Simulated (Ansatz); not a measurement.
Consider GaP in the zinc blende structure (space group F-43m, No. 216; a = 5.451 Å). Axes: x, y, z lie along the cube axes.

Method: r2SCAN in Ansatz (plane waves to 500 eV, PAW, no spin-orbit coupling).

Base values:

```
Item        Value
--------  -------
Band gap  1.85 eV
```

The change: tensor shear ε_xy = +1.14 % (engineering shear γ = 0.0228); the atoms relax in the strained cell.

Question: What does the calculation give for the energy relative to the base and band gap after the change?

Answer: The energy rises by 2.4 meV/atom; the band gap shrinks by 0.16 eV (1.85 eV → 1.69 eV).

Whether these cells are dynamically stable was not tested.

Ansatz is a quantum-chemistry and plane-wave program.
